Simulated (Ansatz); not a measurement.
A self-consistent single point of MoRh₃ (P6_3/mmc, 8 atoms in the cell) with Ansatz (a quantum-chemistry and plane-wave program)

Level of theory: PBEsol, default PAW files made with PBE (plane waves; Ansatz).

This input was run:

Ansatz 0.2 input:
```yaml
# MoRh3
crystal:
  lattice:
    - [5.456000, 0.000000, 0.000000]
    - [-2.728000, 4.725035, 0.000000]
    - [0.000000, 0.000000, 4.350000]
  atoms:
    - { symbol: Mo, position: [0.333333, 0.666667, 0.250000] }
    - { symbol: Mo, position: [0.666667, 0.333333, 0.750000] }
    - { symbol: Rh, position: [0.833000, 0.666000, 0.250000] }
    - { symbol: Rh, position: [0.167000, 0.833000, 0.750000] }
    - { symbol: Rh, position: [0.334000, 0.167000, 0.250000] }
    - { symbol: Rh, position: [0.167000, 0.334000, 0.750000] }
    - { symbol: Rh, position: [0.833000, 0.167000, 0.250000] }
    - { symbol: Rh, position: [0.666000, 0.833000, 0.750000] }
kpoints:
  mp_grid: { grid: [6, 6, 6] }
hamiltonian:
  xc: pbesol
  pseudopotentials: { kind: paw }
scf:
  occupations: { method: cold, width: 0.1 eV }
output:
  forces: true
  eigenvalues: true
  stress: true
```

Output, abridged:

```
WARN the atoms were moved onto the symmetric positions of the space group found under crystal.symmetry.tolerance 1.0e-5 (fractional …
WARN basis.ecutwfc = 420 eV, the default
WARN ansatz: RAYON_NUM_THREADS=1 ignored (pool sized by the plan → 1); use --threads N
Pseudopotentials: kind: paw
Pseudopotential: Mo, paw, valence charge 14
Pseudopotential: Rh, paw, valence charge 17
Crystal: 8 atoms, lattice volume = 112.142 Å³
Basis set: ecut = 420 eV, 2217 PW (Γ), exchange–correlation on 80×80×60 points (8 copies of the dense FFT grid, shifted against one another)
Bands: 78, of which v1, the nominal top of the filled ones, is band 65 counted from 1 (64 counted from 0)
Symmetry: 24 space group operations
Space group: P63/mmc (ITA 194), of the structure as read, at distance tolerance 4.8e-5 Å
k-points: 28 of 216
PAW frozen core: Mo, regenerated for the run's functional, and the local potential with it
PAW frozen core: Rh, regenerated for the run's functional, and the local potential with it
Initial density: superposition of atomic densities (neutral atoms: chi_scale 0, normalization atom), corrected by the library's trained network
Initial wavefunctions: pseudopotential atomic-orbital guess
Eigensolver: davidson
Functional: x = pbesol(κ = 0.804, μ = 0.12345679012345678), c = pbesol(β = 0.046)
SCF iter   1: F=—  HF=-47829.618856 eV  |F-HF|=—  |Δ(HF+E_count)|=         —  Δρ=1.30e-2  dr2=1.74e-1  ethr=1.77e-3  ⟨swp⟩=5.2  Hψ=7125  notcnv=0
all-band conjugate gradients solve this SCF's bands
preconditioner: auto → Kerker (q_TF=auto, 2.796 Å⁻¹)
SCF iter   2: F=—  HF=-47829.599672 eV  |F-HF|=—  |Δ(HF+E_count)|=   1.92e-2  S|Δr|=    0.00e0  Δρ=5.89e-3  dr2=3.12e-2  ethr=1.34e-4  ⟨swp⟩=1.0  Hψ=2522  notcnv=0
SCF iter   3: F=—  HF=-47829.594405 eV  |F-HF|=—  |Δ(HF+E_count)|=   5.27e-3  S|Δr|=    0.00e0  Δρ=1.11e-3  dr2=4.97e-4  ethr=2.40e-5  ⟨swp⟩=2.0  Hψ=2888  notcnv=0
SCF iter   4: F=—  HF=-47829.594433 eV  |F-HF|=—  |Δ(HF+E_count)|=   2.74e-5  S|Δr|=    0.00e0  Δρ=1.35e-4  dr2=1.82e-5  ethr=3.82e-7  ⟨swp⟩=2.3  Hψ=3285  notcnv=0
SCF iter   5: F=—  HF=-47829.594419 eV  |F-HF|=—  |Δ(HF+E_count)|=   1.42e-5  S|Δr|=    0.00e0  Δρ=3.33e-5  dr2=9.12e-7  ethr=1.40e-8  ⟨swp⟩=2.1  Hψ=3184  notcnv=0
SCF iter   6: F=-47829.594418 eV  HF=-47829.594418 eV  |F-HF|=4.61e-8  |Δ(HF+E_count)|=   1.47e-7  S|Δr|=    0.00e0  Δρ=7.28e-6  dr2=8.15e-8  ethr=7.69e-11  ⟨swp⟩=7.8  Hψ=7783  notcnv=0
SCF 1 converged in 6 iterations: F = -47829.594418 eV  dr2 = 8.15e-8
SCF converged after 6 iterations
Stability not checked (fill_not_monotonic)
Free energy (F): -47829.594418 eV
Harris-Foulkes:  -47829.594418 eV  (|F-HF|=4.61e-8)
Internal energy: -47829.594684 eV  (E = F + TS)
E sigma→0 (E₀):  -47829.594507 eV
Entropy (-TS):   0.000265 eV (0.033 meV/atom)
Fermi energy:    22.408115 eV
--- Per-component energies (eV) ---
  E_band       = -606.724659
  E_kinetic    = 4322.562762
  E_local      = -11059.445342  (includes V_loc(G=0)·N_el)
  E_nonlocal   = 2422.238073
  E_hartree    = 3876.722685
  E_xc         = -1690.670431
  E_vxc        = -2127.660666  (∫ρ·V_xc dr)
  E_paw        = -27428.885673  (= ΣΔE_a)
  E_vpaw       = -1917.868059  (= ΣTr[D̂ρ^β])
  E_aug_tail   = 0.004968  (compensation charges beyond the density's cutoff)
  E_ewald      = -18274.197521
  E_core_change = 2.075797  (= ΣΔE_core)
  E_smearing   = 0.000265  (= −TS)
  E_closure    = -0.000000  (closes the sum)
  Σ components = -47829.594418   (vs F -47829.594418, Δ=0.00e0)
--- Forces (eV/Å), atoms counted from 1 ---
  atom   1  Mo     0.00000000     0.00000000     0.00000000
  atom   2  Mo     0.00000000    -0.00000000    -0.00000000
  atom   3  Rh    -0.00000000     0.00320937     0.00000000
  atom   4  Rh    -0.00277939     0.00160468    -0.00000000
  atom   5  Rh    -0.00277939    -0.00160468    -0.00000000
  atom   6  Rh     0.00000000    -0.00320937    -0.00000000
  atom   7  Rh     0.00277939    -0.00160468     0.00000000
  atom   8  Rh     0.00277939     0.00160468     0.00000000
  max |Σ_I F_I| component: 1.95e-18 eV/Å
--- Stress (GPa, compression-positive) ---
       -4.457337      -0.000000       0.000000
        0.000000      -4.457337      -0.000000
        0.000000      -0.000000      -5.641019
  P = ⅓ Tr σ = -4.8519 GPa (-48.519 kbar)
  The stress holds the Pulay correction. Without it, at fixed plane waves, as pw.x and ABINIT print it: P = -4.9312 GPa
--- Band table (eV; the first three rows and the last of 28) ---
  k-point 0: bands = ["-56.4422", "-56.3748", "-56.3748", "-56.3647", "-56.3371", "-56.3371", "-39.0772", "-39.0748", "-24.6005", "-24.5787", "-24.4615", "-24.4496", "-24.4496", "-24.4163", "-24.4163", "-24.4017", "-24.4017", "-24.2902", "-24.1784", [...]
  k-point 1: bands = ["-56.4370", "-56.3723", "-56.3723", "-56.3699", "-56.3396", "-56.3396", "-39.0772", "-39.0751", "-24.5851", "-24.5786", "-24.5088", "-24.5088", "-24.4515", "-24.4318", "-24.4318", "-24.3368", "-24.3368", "-24.2783", "-24.1685", [...]
  k-point 2: bands = ["-56.4229", "-56.3841", "-56.3654", "-56.3654", "-56.3465", "-56.3465", "-39.0771", "-39.0760", "-24.5766", "-24.5680", "-24.5444", "-24.5444", "-24.4907", "-24.4907", "-24.3992", "-24.2461", "-24.2461", "-24.2457", "-24.2018", [...]
  k-point 27: bands = ["-56.3805", "-56.3805", "-56.3790", "-56.3790", "-56.3560", "-56.3560", "-39.0775", "-39.0775", "-24.5027", "-24.5027", "-24.4844", "-24.4844", "-24.4378", "-24.4378", "-24.3017", "-24.3017", "-24.3013", "-24.3013", [...]
```

The run converged in 6 iterations.

The starting cell comes from a database of published, mostly measured structures (it also holds non-ambient and calculated ones), without a prior relaxation at this level. Spin polarisation is off. With a pressure of about -5 GPa the cell is away from its equilibrium volume at this level. Ansatz's pressure includes its estimate of the finite-basis (Pulay) stress.
